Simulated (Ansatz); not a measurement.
Symmetric slabs, relaxed from ideal cuts in 1x1 cells, of group IV semiconductors: surface energy (J/m²) by functional, in Ansatz (plane waves, PAW). All structures are PBE's; the other columns are single points with references at the same level. No spin-orbit coupling, Hubbard U or dispersion. The rows are a random draw from the class, without slabs that broke up, higher cuts of a face and adsorbates that left their site.

```json
[
 {"system": "alpha tin (221), ideal cut with outer spacing 0.55 Å", "PBE (J/m²)": "0.59", "r2SCAN (J/m²)": "0.73"},
 {"system": "alpha tin (311), ideal cut with outer spacing 1.51 Å", "PBE (J/m²)": "0.58", "r2SCAN (J/m²)": "0.76"},
 {"system": "alpha tin (310), ideal cut with outer spacing 1.05 Å", "PBE (J/m²)": "0.55", "r2SCAN (J/m²)": "0.72"},
 {"system": "silicon (311), ideal cut with outer spacing 0.41 Å", "PBE (J/m²)": "1.65", "r2SCAN (J/m²)": "?"},
 {"system": "alpha tin (331), ideal cut with outer spacing 0.38 Å", "PBE (J/m²)": "0.58", "r2SCAN (J/m²)": "0.72"},
 {"system": "alpha tin (210), ideal cut with outer spacing 0.74 Å", "PBE (J/m²)": "0.58", "r2SCAN (J/m²)": "0.74"},
 {"system": "alpha tin (211), ideal cut with outer spacing 1.36 Å", "PBE (J/m²)": "0.65", "r2SCAN (J/m²)": "0.80"},
 {"system": "6H silicon carbide (10-10) (cut with 2 C + 2 Si on top), ideal cut with outer spacing 0.89 Å", "PBE (J/m²)": "3.86", "r2SCAN (J/m²)": "4.23"}
]
```

### Question
Fit a straight line y = a·x + b by least squares to the 7 complete rows (x: PBE (J/m²); y: r2SCAN (J/m²)).

### Answer
the means are x̄ = 1.0557 and ȳ = 1.2429; Σ(x − x̄)² = 9.1802 and Σ(x − x̄)(y − ȳ) = 9.7774, so a = 1.065 and b = ȳ − a·x̄ = 0.118. The largest residual is 0.024.

### Question
What does the line predict for the withheld row, silicon (311), ideal cut with outer spacing 0.41 Å, and what did the calculation give?

### Answer
the line gives 1.88; the calculation gave 1.89, a miss of 0.01, of the size of the fitted rows' scatter and rounding.

Ansatz is an electronic-structure program.
